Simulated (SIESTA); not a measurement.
Band structure of Mg₃Zn (Pm-3m, 4 atoms in the cell).

```
CELL_PARAMETERS angstrom
      4.27552     0.00000     0.00000
      0.00000     4.27552     0.00000
      0.00000     0.00000     4.27552
ATOMIC_POSITIONS crystal
  Mg 0.50000 0.50000 0.00000
  Mg 0.00000 0.50000 0.50000
  Mg 0.50000 0.00000 0.50000
  Zn 0.00000 0.00000 0.00000
```

Method: LDA PW92, numerical atomic orbitals DZP, PseudoDojo LDA standard norm-conserving potentials (rewritten from UPF to PSML) in SIESTA 5.4.2.

Settings: XC.functional = LDA; XC.authors = PW92; potentials = PseudoDojo LDA standard; PAO.BasisSize = DZP; PAO.EnergyShift = 0.005 Ry; MeshCutoff = 400 Ry; kgrid.MonkhorstPack = 6 6 6; OccupationFunction = FD; ElectronicTemperature = 50 meV; MaxSCFIterations = 150; SCF.Mixer.Method = Pulay; SCF.Mixer.Weight = 0.1; SCF.Mixer.History = 6; SCF.DM.Tolerance = 1.0E-05.

The starting cell comes from a database of computed structures (which also holds hypothetical and non-ambient phases and stackings), without a prior relaxation at this level. Values carry the incompleteness of an atom-centred basis.

Levels in eV from the Fermi level, bands 22 to 27:
| point | 22 | 23 | 24 | 25 | 26 | 27 |
|---|---|---|---|---|---|---|
| Γ | -7.47 | -0.25 | -0.25 | -0.25 | 0.10 | 1.96 |
| X | -6.21 | -5.74 | 1.58 | 1.58 | 2.21 | 2.24 |
| M | -4.55 | -3.64 | -3.64 | -3.46 | 2.98 | 4.16 |
| R | -3.07 | -1.99 | -1.89 | -1.89 | -1.89 | -0.83 |

Bands cross the Fermi level along this path, so the cell is metallic at this level.

Higher empty bands are left out: an atom-centred basis made for the valence describes them poorly.
